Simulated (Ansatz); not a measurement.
Results of r²SCAN (Ansatz, an electronic-structure program, PAW) for AlN (Fm-3m, No. 225, 2 atoms in the cell; start mp-1330; high-pressure phase).

Run with plane-wave cutoff 600 eV, 16×16×16 k mesh, finite displacements, scalar-relativistic PAW data made under PBE.

Computed at the level's own relaxed cell.

```
CELL_PARAMETERS angstrom
      0.00000     2.01890     2.01890
      2.01890     0.00000     2.01890
      2.01890     2.01890     0.00000
ATOMIC_POSITIONS crystal
  Al 0.50000 0.50000 0.50000
  N  0.00000 0.00000 0.00000
```

Harmonic phonon frequencies (cm⁻¹; i marks an imaginary mode; at Γ without the LO shift):

```json
[
 {"q point": "Γ", "frequencies": "…"},
 {"q point": "X", "frequencies": "…"},
 {"q point": "L", "frequencies": "306 306 459 459 694 774"}
]
```

Some entries are withheld; supply them.


- Γ, frequencies: 0 0 0 466 466 466
- X, frequencies: 337 337 473 581 581 740

With the long-range field the LO mode at Γ lies at 904 cm⁻¹.

No imaginary mode appears at these points.

Note: the relaxation could not lower the start's symmetry, so the cell can be a saddle point above a distorted one.

A start named mp-… is a Materials Project structure, which need not be a measured phase.
